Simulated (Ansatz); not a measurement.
# InAs: strain along the normal

InAs (zinc blende, F-43m, 28.506 Å³/atom at rest) under an equal strain ε in the (001) plane with the normal axis free, as in a coherent film. r2SCAN in Ansatz, a plane-wave DFT program (PAW, default set), 500 eV, 9×9×9 Γ-centred mesh, Fermi-Dirac smearing 0.05 eV; ions are relaxed within the symmetry of each cell.

Here s stands for strain and y for normal strain.

```csv
strain (%),normal strain (%)
-3.00,?
-1.50,1.61
-1.00,1.07
-0.50,0.54
0.00,0.00
0.50,-0.55
1.00,-1.10
1.50,-1.66
```

Fit y of the 7 rows that show it with a straight line. Means: s 0, y -0.013. About the means, the sum of products is -7.6200 and the sum of squares of s is 7.0000; the slope is their ratio. Least squares gives y = -0.013 - 1.0886·s. Residuals (row less fit): -0.010, -0.006, 0.009, 0.013, 0.007, 0.002, -0.014; standard error 0.011 (degrees of freedom: 5). The slope, -1.09 ± 0.00, is the elastic response of the normal axis, −2C12/C11 for this plane.

**Question.** What does the fit predict for y at s = -3.00, and how far is the calculated value from it?

**Answer.** y = -0.013 - 1.0886 × (-3.0) = 3.253%. The calculation gives 3.19%, 0.063% below the prediction (1.3 % of the range of y in the table). The row lies outside the fitted rows, so this is an extrapolation. From the scatter of the fitted rows alone, a prediction at this place has a standard error of 0.017%, so the miss is 3.7 times that.

One order more, fitted to all 13 runs of the series, follows each within 0.01, so the miss is the next term of a smooth law. This level leaves no gap over 0.05 eV at strain 0.50, 1.00, where the mesh may be coarse. Rows are the converged runs of the series near zero and its far end; series whose fitted rows scatter by over a few per cent of the range, as at a crossing or softening among them, aren't shown in this form. Most that stay on the fit to the last digits aren't either.
